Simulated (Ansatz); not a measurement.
BN under load (space group P6_3mc), r2SCAN, rigid bands run with Ansatz (an electronic-structure program). Condition of this run: hydrostatic pressure of -9 GPa (compression positive) (the target of the relaxation). Band gap 5.78 eV, N_c = 1.32e19 cm⁻³ and N_v = 4.64e19 cm⁻³ at 300 K, conductivity masses along y (a = (2.56, 0.00, 0.00) Å; b = (-1.28, 2.22, 0.00) Å; c = (0.00, 0.00, 4.24) Å) of 0.508 mₑ (electrons) and 0.816 mₑ (holes). Take k_BT = 0.02585 eV.

Task: Find the intrinsic carrier density and the intrinsic Fermi level.

Result: n_i = √(N_c N_v) exp(−E_g/2k_BT) = 2.47e19 × exp(−111.79) = 7.0e-30 cm⁻³. The level lies (k_BT/2) ln(N_v/N_c) = 16 meV from mid-gap (positive towards the conduction band). Each 0.1 eV added to the gap lowers n_i by a factor of 6.9.

Task: A film of it is 3 nm thick, with its normal along the direction named. Estimate the confinement energies in an infinite well.

Result: ħ²π²/(2m t²) = 0.376 eV·nm²/(m/mₑ × t²) gives 82.2 meV for electrons and 51.2 meV for holes, so the gap would widen to about 5.91 eV. Finite barriers and nonparabolic bands lower this, and with several valleys or bands the heaviest mass along the normal sets the lowest level, not this average.

Task: What thermal injection velocity √(2k_BT/πm) limits a ballistic channel along the direction named?

Result: 7.55e6 cm/s for electrons and 5.96e6 cm/s for holes, a ratio of √(m_h/m_e) = 1.27, for dilute carriers.

Rigid bands with the computed gap; masses take one relaxation time for all states. Spin-orbit coupling is left out. Geometry: cell and atoms relaxed with PBEsol.
